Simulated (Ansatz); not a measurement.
Given:

```
CELL_PARAMETERS angstrom
      0.00000     2.71688     2.74405
      2.71688     0.00000     2.74405
      2.71688     2.71688     0.00000
ATOMIC_POSITIONS crystal
  Si 0.00000 0.00000 0.00000
  Si 0.25000 0.25000 0.25000
```

No spin polarisation.

Level of theory: PBEsol, PAW, 420 eV (Ansatz, a quantum-chemistry and plane-wave program; scalar-relativistic without spin-orbit coupling). Γ-centred 11×11×11 mesh, Fermi–Dirac width 0.05 eV.

Problem. What valence-band top at Γ (three highest levels, from the VBM) does the calculation give?

Solution. 0.00, 0.00, -0.07 eV.

Problem. Predict the band gap.

Solution. 0.43 eV.

The cells carry an imposed strain or load. Whether these cells are dynamically stable was not tested. The cell was made from Si in the diamond structure (space group Fd-3m, No. 227) by this change: uniaxial strain ε_zz = +1.00 %.
